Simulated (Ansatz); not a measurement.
The reference is BAs in the zinc blende structure (space group F-43m, No. 216; a = 4.7322 Å). Axes: x, y, z lie along the cube axes.

Perturbation: the cell is compressed by 0.50 % along z with no lateral relaxation; the atoms relax in the strained cell.

Computed with DFT with LDA, PAW potentials and a 420 eV plane-wave cutoff in Ansatz (a first-principles code), no SOC.

Problem. Give the band edges at the high-symmetry points of the new zone, measured from its valence-band maximum.

Solution. 
```tsv
point	valence edge (eV)	conduction edge (eV)
Γ	0.00	3.24
X	-4.22	1.30
P	-5.43	5.22
N	-1.87	2.84
M	-4.27	1.24
S	-3.67	1.89
S₀	-3.67	1.89
R	-5.43	5.15
G	-5.43	5.15
```

The gap is 1.03 eV, indirect, Γ → Γ–M (78 % along).

No phonon test of stability was made. Labels are those of the standard path for the cell's own space group.
